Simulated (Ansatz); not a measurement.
## Evanescent states of C (Fd-3m, diamond, 2 atoms a cell, 5.6 Å³ an atom) along the normal of (111)

These are r2SCAN (plane waves, PAW; Ansatz, an electronic-structure program) values and carry that method's errors.

The gap is the functional's own, uncorrected, and κ follows it; spin-orbit coupling is left out. Mid-gap values are interpolated between the computed energies.

Energies count from the valence-band top; κ is the least over a 18×18 mesh across the current.

```csv
E (eV),κ (1/Å),where
0.10,0.066,Γ
0.32,0.112,Γ
0.53,0.143,Γ
0.73,0.166,Γ
0.94,0.186,Γ
1.16,0.202,Γ
1.36,0.215,Γ
1.57,0.227,Γ
1.78,0.237,Γ
2.00,0.245,Γ
2.21,0.252,Γ
2.42,0.258,Γ
2.62,0.263,Γ
2.83,0.266,Γ
3.04,0.268,Γ
3.25,0.268,Γ
3.46,0.268,Γ
3.67,0.244,off Γ
3.88,0.209,off Γ
4.09,0.163,off Γ
4.30,0.086,off Γ
```

Problem. How thick must the barrier be to attenuate the transmission by 10^6 when the electrodes' Fermi level lies at 2.00 eV, and what attenuation does that film give at 3.04 eV?

Solution. d = 6 ln 10 / (2 × 0.245) = 28.2 Å. At 3.04 eV it gives 6 × 0.268/0.245 = 6.6 decades.
